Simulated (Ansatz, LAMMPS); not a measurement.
Ge well of 20 atomic layers along [001] in random Si0.2Ge0.8, interfaces one step of a layer. Cell 17.11 × 17.11 × 63.27 Å, Si82Ge710, 792 atoms. Prepared with Tersoff's 1989 multicomponent potential (SiCGe.tersoff) in LAMMPS: minimisation. 

Basis: localised support functions (accuracy medium) on a full density matrix. k-points: zone centre alone; occupations: Fermi-Dirac, 0.010 eV; spin polarisation not allowed. Scalar-relativistic, no spin-orbit coupling.

Q: Estimate the gap and bonding that PBE, support functions at accuracy medium on the grid of 370 eV in Ansatz (a quantum-chemistry and plane-wave program) returns for this input.

A: 
- electronic character of the cell: no gap resolved at this smearing
- coordination (neighbours within 2.977 Å): 100.0 % 4-fold
- Ge-Ge bonds, mean ± spread: 2.486 ± 0.005 Å
- Ge-Si bonds, mean ± spread: 2.440 ± 0.006 Å
- Si-Si bonds, mean ± spread: 2.394 ± 0.006 Å
- bond angles, mean ± spread: 109.5° ± 0.9°
- pressure: 0.39 GPa
